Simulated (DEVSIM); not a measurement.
Structure: Al0.15Ga0.85As/GaAs n-p heterojunction, at 250 K.

| layer (left to right) | material | thickness (μm) | Nd (cm⁻³) | Na (cm⁻³) | τn (s) | τp (s) |
|---|---|---|---|---|---|---|
| 1 | Al0.15Ga0.85As | 0.0920 | 9.1e16 | - | 3.8e-10 | 3.8e-10 |
| 2 | GaAs | 2.40 | - | 2.7e17 | 3.8e-10 | 3.8e-10 |

Left contact: ohmic. Right contact: ohmic. Voltage is applied to the left contact. Recombination: SRH at mid-gap. Mobility is constant in doping.

Constants are typed, rounded textbook-type inputs, not results; the design itself was drawn at random and stands for no fabricated device. Values at 300 K; Nc and Nv go as T^1.5, mobilities as T to minus their exponent, the gap by Varshni's rule with the affinity fixed.

| parameter | Al0.15Ga0.85As | GaAs |
|---|---|---|
| gap (eV) | 1.611 | 1.424 |
| affinity (eV) | 3.9515 | 4.07 |
| permittivity | 12.47 | 12.9 |
| Nc (cm⁻³) | 5.6e17 | 4.7e17 |
| Nv (cm⁻³) | 9e18 | 9e18 |
| μn (cm²/Vs) | 5695 | 8500 |
| μp (cm²/Vs) | 282 | 400 |
| T exponent of μn | 2.1 | 2.1 |
| T exponent of μp | 2.2 | 2.2 |
| Varshni α (eV/K) | 0.000541 | 0.000541 |
| Varshni β (K) | 204 | 204 |

Model (solved in DEVSIM): 1D drift-diffusion, Boltzmann statistics, complete ionisation; no tunnelling, impact ionisation, image-force lowering or self-heating. Band offsets follow the typed affinities; no thermionic-emission limit at abrupt steps, no polarisation charge.

**Question.** Tabulate band edges, carrier densities and field at -1.05 V on the left contact.

**Answer.** Energies count from the Fermi level of the right contact; mesh points crowd at the junctions.

```
x (μm)    Ec (eV)  Ev (eV)  n (cm⁻³)  p (cm⁻³)  field (V/cm)
--------  -------  -------  --------  --------  ------------
0.000       1.083   -0.550    9.1e16     < 1e2          2600
0.004625    1.085   -0.549    8.6e16   9300000          2700
0.01322     1.087   -0.546    7.6e16     2.8e7          4000
0.03048     1.099   -0.534    4.3e16     9.8e7         12000
0.06540     1.202   -0.431    3.7e14    1.4e10         51000
0.08018     1.291   -0.342    5.8e12    8.8e11         70000
0.08813     1.351   -0.282    3.6e11    1.4e13         81000
0.09385     1.280   -0.166    8.3e12    3.0e15         76000
0.1005      1.322   -0.124    1.2e12    2.1e16         51000
0.1138      1.363   -0.083    1.7e11    1.5e17         16000
0.1424      1.376   -0.070    9.4e10    2.7e17           430
0.2280      1.377   -0.070    8.8e10    2.7e17           ≈ 0
0.3682      1.377   -0.070    8.2e10    2.7e17           ≈ 0
0.6480      1.377   -0.070    7.0e10    2.7e17           ≈ 0
1.473       1.377   -0.070    3.7e10    2.7e17           ≈ 0
1.984       1.377   -0.070    1.8e10    2.7e17           ≈ 0
2.240       1.377   -0.070     9.1e9    2.7e17           ≈ 0
2.373       1.377   -0.070     4.3e9    2.7e17           ≈ 0
2.448       1.377   -0.070     1.6e9    2.7e17           ≈ 0
2.473       1.377   -0.070     7.0e8    2.7e17           ≈ 0
2.485       1.377   -0.070     2.6e8    2.7e17           ≈ 0
2.492       1.377   -0.070     < 1e2    2.7e17           ≈ 0
```
